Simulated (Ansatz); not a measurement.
**Carrier doping in SiC**

Take SiC (space group P6_3mc, No. 186; a = 3.0781 Å, c = 10.0762 Å) as the base.

Carriers are added at fixed cell with a uniform background; the Fermi–Dirac width is that of 300 K.

All numbers come from Ansatz (a program for electronic structure) PBEsol, spin-orbit coupling left out, earlier PAW set.

Candidates:
(a) holes 7.0×10^21 cm⁻³
(b) electrons 2.0×10^21 cm⁻³
(c) holes 5.0×10^21 cm⁻³
(d) holes 2.0×10^21 cm⁻³

Before the change:

```
Quantity                        Value
----------------------------  -------
Gap between the host's bands  2.12 eV
```

Problem. Order them by gap between the host's bands, lowest first.

Solution. (b) electrons 2.0×10^21 cm⁻³ (2.10 eV), (d) holes 2.0×10^21 cm⁻³ (2.16 eV), (c) holes 5.0×10^21 cm⁻³ (2.23 eV), (a) holes 7.0×10^21 cm⁻³ (2.27 eV)

Charged cell with a jellium background: band edges are those of the host's band count, energies are not comparable with the neutral cell, and many-body gap narrowing is missing. No phonon test of stability was made.
